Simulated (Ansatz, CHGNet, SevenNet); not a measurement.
**How the equilibrium lattice constant a of TaAs (I4₁md, No. 109, 4 atoms in the cell; start mp-1936) moves with the method**

No measured value is used here.

```csv
level (code),value (Å)
CHGNet 0.3.0,3.444
SevenNet-0,3.487
SevenNet-l3i5,3.470
LDA (Ansatz),3.405
PBE (Ansatz),3.463
PBEsol (Ansatz),3.429
PBE-D3(BJ) (Ansatz),3.433
PBE-D4 (Ansatz),3.442
r²SCAN (Ansatz),3.442
r²SCAN-D4 (Ansatz),3.436
r²SCAN+rVV10 (Ansatz),3.435
HSE06 (Ansatz),3.433
```

Density-functional levels without +SOC have no spin–orbit coupling. CHGNet 0.3.0, SevenNet-0, SevenNet-l3i5, LDA, PBE, PBEsol, PBE-D3(BJ), PBE-D4, r²SCAN, r²SCAN-D4, r²SCAN+rVV10, HSE06: the relaxation could not lower the start's symmetry, so the cell can be a saddle point above a distorted one. HSE06: exact exchange on metals is sensitive to the k mesh and can open a false gap. Cutoffs and k meshes differ between the levels. Ansatz's density-functional and Hartree–Fock values are scalar-relativistic unless marked +SOC, with PAW data made under PBE.

Machine-learned potentials (CHGNet 0.3.0, SevenNet-0, SevenNet-l3i5) are trained on DFT data: a solid inside that data is no test of them.

A start named mp-… is a Materials Project structure, which need not be a measured phase.

Ansatz is an electronic-structure program.
